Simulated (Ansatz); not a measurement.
Amorphous cells of B, O, Si: the gap between the highest filled and lowest empty level at the zone centre, by PBE and by a single point of r2SCAN on the same geometry (PBE, scalar-relativistic without spin-orbit coupling (plane waves to 420 eV, PAW; Ansatz, a quantum-chemistry and plane-wave program); r2SCAN at 500 eV). The networks come from melt-quench runs on the CHGNet potential at compositions and starting densities chosen by hand, with anions pushed apart in the CHGNet dynamics, and DFT then relaxed them. The cells are small and were quenched far faster than real films, so single cells scatter. Defect or tail levels can set these gaps. The rows are the first to finish with both values and no moments.

```
cell                        PBE gap x (eV)  r2SCAN gap y (eV)
--------------------------  --------------  -----------------
A (Si24O51B2, 2.18 g/cm3)             2.35               2.92
B (Si30B6O69, 2.18 g/cm3)             4.08               4.73
C (Si20B4O46, 1.96 g/cm3)             5.35           withheld
D (Si16B10O47, 2.00 g/cm3)            5.37               6.05
E (Si18B6O45, 2.29 g/cm3)             5.52               6.19
F (Si10B20O50, 1.76 g/cm3)            5.54               6.18
```

Question: Fit a straight line through the 5 full rows and predict the withheld value for C (Si20B4O46, 1.96 g/cm3).

Answer: Means: x = 4.572, y = 5.214. Slope = Σ(Δx Δy) / Σ(Δx²) = 7.863 / 7.652 = 1.03; the r.m.s. residual is 0.018. Prediction: 5.214 + 1.03 × (5.35 − 4.572) = 6.01. The run gave 6.06, 0.05 above the line.
